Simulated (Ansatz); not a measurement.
Crystal: C (P6_3/mmc, 4 atoms a cell, 5.7 Å³ an atom); planes in its conventional cell.

All values below come from r2SCAN (plane waves, PAW; Ansatz, a program for electronic structure).

The gap is the functional's own, uncorrected, and κ follows it; spin-orbit coupling is left out. Mid-gap values are interpolated between the computed energies.

```json
[
 {"plane": "(001)", "area of the cell (Å²)": "5.4", "mid-gap κ (1/Å)": "0.26", "largest κ in the gap (1/Å)": "0.27"},
 {"plane": "(100)", "area of the cell (Å²)": "10.4", "mid-gap κ (1/Å)": "___", "largest κ in the gap (1/Å)": "___"}
]
```

Question: The slowest decay depends on the direction. Supply the withheld values.

Answer: 
- (100), mid-gap κ (1/Å): 0.31
- (100), largest κ in the gap (1/Å): 0.33
